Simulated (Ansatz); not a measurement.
Take PtTe2 (space group P-3m1, No. 164; a = 4.0090 Å, c = 4.9600 Å; layered; relaxed with 0.1 eV smearing) as the base. Axes: x lies along a and z along c of the hexagonal cell.

Calculations: Ansatz (a first-principles code), PBEsol-D3(BJ), PAW, cutoff 420 eV, without spin-orbit coupling.

Modification: the cell is stretched by 2.00 % along z with no lateral relaxation, atoms relaxed at fixed cell.

Task: Predict the stress tensor and what it implies for the stiffness.

Result: Stress of the strained cell less that of the base (GPa, compression positive):
```
   -1.1     0.0     0.0
    0.0    -1.1     0.0
    0.0     0.0    -1.8
```

Then −Δσ_ii/ε with ε = 0.0200 gives secant stiffness values (nonlinear terms included at this strain): C33 ≈ 90 GPa, C13 ≈ 54 GPa and C23 ≈ 54 GPa.

Whether these cells are dynamically stable was not tested. All final runs are without spin polarisation.
